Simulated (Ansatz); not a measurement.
An Ansatz (a quantum-chemistry and plane-wave program) run: hypothetical P6_3/mmc SiS2 with a change (isotropic strain +0.76 %); r2SCAN+rVV10, PAW, 500 eV (Ansatz; no spin-orbit coupling).

Input:

Ansatz 0.2 input:
```yaml
crystal:
  lattice:
    - [3.2486332869, 0, 0]
    - [-1.6243166434, 2.8133989541, 0]
    - [0, 0, 12.2455806777]
  atoms:
    - { symbol: Si, position: [0.3333333333, 0.6666666667, 0.25] }
    - { symbol: Si, position: [0.6666666667, 0.3333333333, 0.75] }
    - { symbol: S, position: [0.3333333333, 0.6666666667, 0.6308235303] }
    - { symbol: S, position: [0.6666666667, 0.3333333333, 0.1308235303] }
    - { symbol: S, position: [0.6666666667, 0.3333333333, 0.3691764697] }
    - { symbol: S, position: [0.3333333333, 0.6666666667, 0.8691764697] }
basis: { ecutwfc: 500, ecutrho_ratio: 4, xc_grid: 4, fft_grid_basis: typed }
kpoints: { mp_grid: { grid: [17, 17, 4] } }
hamiltonian:
  xc: r2scan
  dispersion: rvv10
  pseudopotentials: { kind: paw }
scf: { occupations: { method: fermi_dirac, width: 0.05 }, convergence: { dr2_threshold: 0.0000000006 } }
relax: { f_tol: 0.005, max_steps: 50 }
output: { forces: true, stress: true }
checkpoint: { write: state.ck, write_every: 1000 }
```

Output (explanatory and most iteration lines left out):

```
Relaxation: its limit of steps is 50 (relax.max_steps)
Pseudopotential: Si, paw, valence charge 4
Pseudopotential: S, paw, valence charge 6
Crystal: 6 atoms, lattice volume = 111.921 Å³
Basis set: ecut = 500 eV, 2811 PW (Γ), exchange–correlation on 96×96×360 points (64 copies of the dense FFT grid, shifted against one another)
Bands: 22, of which v1, the nominal top of the filled ones, is band 16 counted from 1 (15 counted from 0)
Symmetry: 24 space group operations
Space group: P63/mmc (ITA 194), of the structure as read, at distance tolerance 4.8e-5 Å
k-points: 99 of 1156
Functional: x = r2scan, c = r2scan + rvv10(b = 11.95, C = 0.0093); τ floored in thin density (d = 2e-4 eV/Å³)
SCF iter   1: F=—  HF=-4898.998498 eV  |F-HF|=—  |Δ(HF+E_count)|=         —  Δρ=8.53e-3  dr2=1.38e-1  dr2_τ=6.00e-2  ethr=1.77e-3  ⟨swp⟩=7.6  Hψ=13259  notcnv=0
SCF iter   2: F=—  HF=-4899.090818 eV  |F-HF|=—  |Δ(HF+E_count)|=   9.23e-2  Δρ=5.29e-3  dr2=5.07e-2  dr2_τ=2.46e-4  ethr=4.30e-4  ⟨swp⟩=3.0  Hψ=5015  notcnv=0  defer=127
SCF 1 converged in 9 iterations: F = -4899.082017 eV  dr2 = 1.69e-11
relax step   1: F+E_penalty+E_count = -4899.08201655 eV  Δ(F+E_penalty+E_count) = +0.000e0 eV  max|allowed force component| = 2.312e-1 eV/Å  Δτ_max = 0.0000 Å  (9 SCF iters, accepted)
Crystal: 6 atoms, lattice volume = 111.921 Å³
SCF iter   1: F=—  HF=-4899.082835 eV  |F-HF|=—  |Δ(HF+E_count)|=         —  Δρ=1.34e-3  dr2=2.01e-3  dr2_τ=3.56e-3  ethr=6.94e-6  ⟨swp⟩=2.3  Hψ=8473  notcnv=0  defer=125
SCF iter   2: F=—  HF=-4899.084923 eV  |F-HF|=—  |Δ(HF+E_count)|=   2.09e-3  Δρ=7.02e-4  dr2=5.81e-4  dr2_τ=1.06e-5  ethr=6.30e-6  ⟨swp⟩=2.0  Hψ=3820  notcnv=0  defer=125
SCF 2 converged in 7 iterations: F = -4899.084901 eV  dr2 = 3.74e-10
relax step   2: F+E_penalty+E_count = -4899.08490075 eV  Δ(F+E_penalty+E_count) = -2.884e-3 eV  max|allowed force component| = 1.450e-1 eV/Å  Δτ_max = 0.0160 Å  (7 SCF iters, accepted)
Crystal: 6 atoms, lattice volume = 111.921 Å³
SCF iter   1: F=—  HF=-4899.086441 eV  |F-HF|=—  |Δ(HF+E_count)|=         —  Δρ=5.12e-4  dr2=2.96e-4  dr2_τ=5.09e-4  ethr=9.03e-6  ⟨swp⟩=2.0  Hψ=5814  notcnv=0  defer=130
SCF iter   2: F=—  HF=-4899.086653 eV  |F-HF|=—  |Δ(HF+E_count)|=   2.12e-4  Δρ=2.68e-4  dr2=8.55e-5  dr2_τ=1.61e-6  ethr=9.25e-7  ⟨swp⟩=2.0  Hψ=4520  notcnv=0  defer=128
SCF 3 converged in 7 iterations: F = -4899.086648 eV  dr2 = 5.30e-11
relax step   3: F+E_penalty+E_count = -4899.08664779 eV  Δ(F+E_penalty+E_count) = -1.747e-3 eV  max|allowed force component| = 2.479e-4 eV/Å  Δτ_max = 0.0061 Å  (7 SCF iters, accepted)
Crystal: 6 atoms, lattice volume = 111.921 Å³
SCF iter   1: F=—  HF=-4899.086648 eV  |F-HF|=—  |Δ(HF+E_count)|=         —  Δρ=2.93e-7  dr2=5.29e-11  dr2_τ=4.31e-12  ethr=1.00e-12  ⟨swp⟩=2.5  Hψ=12032  notcnv=0  defer=128
SCF iter   2: F=-4899.086648 eV  HF=-4899.086648 eV  |F-HF|=1.27e-11  |Δ(HF+E_count)|=  4.55e-11  Δρ=1.55e-7  dr2=1.65e-11  dr2_τ=5.52e-13  ethr=1.00e-12  ⟨swp⟩=4.0  Hψ=6401  notcnv=0
SCF 4 converged in 2 iterations: F = -4899.086648 eV  dr2 = 1.65e-11
SCF converged after 2 iterations
Free energy (F): -4899.086648 eV
Internal energy: -4899.084989 eV  (E = F + TS)
E sigma→0 (E₀):  -4899.085818 eV
Entropy (-TS):   -0.001659 eV (-0.277 meV/atom)
Fermi energy:    6.789553 eV
--- Forces (eV/Å), atoms counted from 1 ---
  atom   1  Si     0.00000000     0.00000000     0.00000000
  atom   2  Si    -0.00000000    -0.00000000     0.00000000
  atom   3  S      0.00000000     0.00000000     0.00024902
  atom   4  S     -0.00000000    -0.00000000     0.00024902
  atom   5  S     -0.00000000    -0.00000000    -0.00024902
  atom   6  S      0.00000000     0.00000000    -0.00024902
--- Stress (GPa, compression-positive) ---
       -2.133898      -0.000000       0.000000
        0.000000      -2.133898       0.000000
        0.000000       0.000000      -0.315127
  P = ⅓ Tr σ = -1.5276 GPa (-15.276 kbar)
--- Relaxed structure (3 steps of the walk, 3 accepted, 0 SCFs on fresh bases) ---
  atoms:
    - { symbol: Si, position: [0.33333333333333326, 0.6666666666666666, 0.24999999999999994] }
    - { symbol: Si, position: [0.6666666666666665, 0.3333333333333333, 0.7499999999999999] }
    - { symbol: S, position: [0.33333333333333326, 0.6666666666666666, 0.6316352207787146] }
    - { symbol: S, position: [0.6666666666666665, 0.3333333333333333, 0.13163522077871465] }
    - { symbol: S, position: [0.6666666666666665, 0.3333333333333333, 0.3683647792212852] }
    - { symbol: S, position: [0.33333333333333326, 0.6666666666666666, 0.868364779221285] }
```

No phonon test of stability was made. The cell was made from SiS2 in the 2H-MoS2 type structure (space group P6_3/mmc, No. 194; a hypothetical phase, not in the database extracts checked; layered, stacked along the Cartesian z axis) by this change: isotropic strain +0.76 %.
